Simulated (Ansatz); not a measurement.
# Response to strain in MgTe

The parent structure is MgTe in the wurtzite structure (space group P6_3mc, No. 186; a = 4.609 Å, c = 7.500 Å). Axes: x lies along a and z along c of the hexagonal cell.

Strains are applied to the cell and any free atomic positions relax; under biaxial strain the out-of-plane vector relaxes too.

All numbers come from DFT with PBE, PAW potentials and a 420 eV plane-wave cutoff in Ansatz (an electronic-structure program), scalar-relativistic without spin-orbit coupling.

Candidates:
(a) biaxial strain −1.20 %, plane normal [001], relaxed out of plane
(b) biaxial strain −2.40 %, plane normal [001], relaxed out of plane
(c) biaxial strain −1.80 %, plane normal [001], relaxed out of plane

Task: Order them by out-of-plane strain, highest first.

Result: (b) biaxial strain −2.40 %, plane normal [001], relaxed out of plane (+1.97 %), (c) biaxial strain −1.80 %, plane normal [001], relaxed out of plane (+1.47 %), (a) biaxial strain −1.20 %, plane normal [001], relaxed out of plane (+0.99 %)

No phonon test of stability was made.
